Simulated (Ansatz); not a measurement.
A working Ansatz (a first-principles code) input for BeRu3 (I4/mmm, 4 atoms in the cell) (DFT, r2SCAN, plane waves, default PAW files made with PBE):

Ansatz 0.2 input:
```yaml
crystal:
  lattice:
    - [-1.805760, 1.805760, 3.953395]
    - [1.805760, -1.805760, 3.953395]
    - [1.805760, 1.805760, -3.953395]
  atoms:
    - { symbol: Be, position: [0.000000, 0.000000, 0.000000] }
    - { symbol: Ru, position: [0.750000, 0.250000, 0.500000] }
    - { symbol: Ru, position: [0.250000, 0.750000, 0.500000] }
    - { symbol: Ru, position: [0.500000, 0.500000, 0.000000] }
basis:
  ecutwfc: 500.0 eV
kpoints:
  mp_grid: { grid: [9, 9, 9] }
hamiltonian:
  xc: r2scan
  pseudopotentials: { kind: paw }
scf:
  occupations: { method: gaussian, width: 0.1 eV }
output:
  forces: true
  eigenvalues: true
  stress: true
```

The run converged in 8 iterations: free energy E − TS (on the zero of these files) -17764.9990 eV; Fermi level (on the code's own zero) 19.42 eV; pressure -7.04 GPa. Each of these slips is then made, one at a time:

(1)
```diff
-  occupations: { method: gaussian, width: 0.1 eV }
+  occupations: { method: gaussian, width: 1.0 eV }
```

(2)
```diff
+magnetization:
+  spin_orbit: true
```

**Question.** What happens in each case?

**Answer.** 
(1) A smearing width that is far too large. The run converged in 7 iterations without an error; against the sound input the free energy falls by 238 meV/atom and the pressure goes from -7.04 to -2.87 GPa.

(2) Spin-orbit coupling without the non-collinear switch. The program stopped before any SCF iteration, with the message: Error: inconsistent input (magnetization.spin_orbit, magnetization.noncollinear): true requires noncollinear: true — spin–orbit coupling acts on 2-spinor wavefunctions; set both flags.

The starting cell comes from a database of computed structures (which also holds hypothetical and non-ambient phases and stackings), without a prior relaxation at this level. Spin polarisation is off. In the base run, with a pressure of about -7 GPa the cell is away from its equilibrium volume at this level. Ansatz's pressure includes its estimate of the finite-basis (Pulay) stress.

Left out of this page: 3 runs of the series outside the window shown, repeating another row's setting, or not comparable; 1 run of the series stopped by limits of time or memory.
